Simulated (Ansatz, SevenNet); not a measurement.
For hexagonal WC, the machine-learned potential SevenNet-l3i5 (trained on PBE and PBE+U data) gives:

| Quantity | Result |
|---|---|
| equilibrium lattice constant a | 2.929 Å |
| lattice parameter c | 2.852 Å |
| elastic constant C11 | 582 GPa |
| elastic constant C44 | 163 GPa |
| polycrystal shear modulus | 180 GPa |
| formation enthalpy | -0.144 eV/atom |

### Question
What does r²SCAN+rVV10 (Ansatz, a first-principles code, PAW) give for the same quantities?

### Answer

- lattice constant a: 2.907 Å (decreases by 0.8 %)
- lattice parameter c: 2.832 Å (falls by 0.7 %)
- elastic constant C11: 749 GPa (grows by 29 %)
- elastic constant C44: 322 GPa (grows by 98 %)
- Voigt–Reuss–Hill shear modulus: 303 GPa (increases by 68 %)
- formation enthalpy: -0.206 eV/atom (moves by -0.062 eV/atom)

For comparison: lattice constant a 2.906 Å (measured, 300 K, not corrected to a static lattice; as tabulated in Wikipedia's data pages); lattice parameter c 2.837 Å (measured, 300 K, no zero-point or thermal correction; as tabulated in Wikipedia's data pages); formation enthalpy -0.210 ± 0.009 eV/atom (measured, 298 K, copied from a table, unchecked, not corrected to a static lattice; as tabulated in Wang et al. (2021), doi:10.1038/s41598-021-94550-5).

Changes are worked out from the printed values.

Unless a cell is named, each level is at its own relaxed cell (SevenNet-l3i5 10.60, r²SCAN+rVV10 10.36 Å³/atom).

Levels without +SOC leave out spin–orbit coupling, which shifts energies and cells of such heavy elements.

Ansatz's density-functional and Hartree–Fock values are scalar-relativistic unless marked +SOC, with PAW data made under PBE.
